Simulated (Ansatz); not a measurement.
Base system: CdTe in the zinc blende structure (space group F-43m, No. 216; a = 6.558 Å). Axes: x, y, z lie along the cube axes.

Calculations: r2SCAN (Ansatz, a program for electronic structure, PAW, without spin-orbit coupling).

Base values:

| Quantity | Value |
|---|---|
| Valley order | Γ 1.17 eV; L along ⟨111⟩ 2.20 eV |

One thing is altered: uniaxial strain ε_zz = −1.00 %, all other strain components held at zero; the atoms relax in the strained cell.

### Question
How does this affect the energy relative to the base and valley order?

### Answer
The energy increases by 0.6 meV/atom; the valley order (the lowest conduction-band minima on the path, energy above the VBM, named in the base's zone) changes from Γ 1.17 eV; L along ⟨111⟩ 2.20 eV to Γ 1.18 eV; L along [1-11] 2.19 eV.

With Te present, leaving out spin-orbit coupling can change the band edges. The levels and masses belong to the bands next to the band gap. Whether these cells are dynamically stable was not tested.
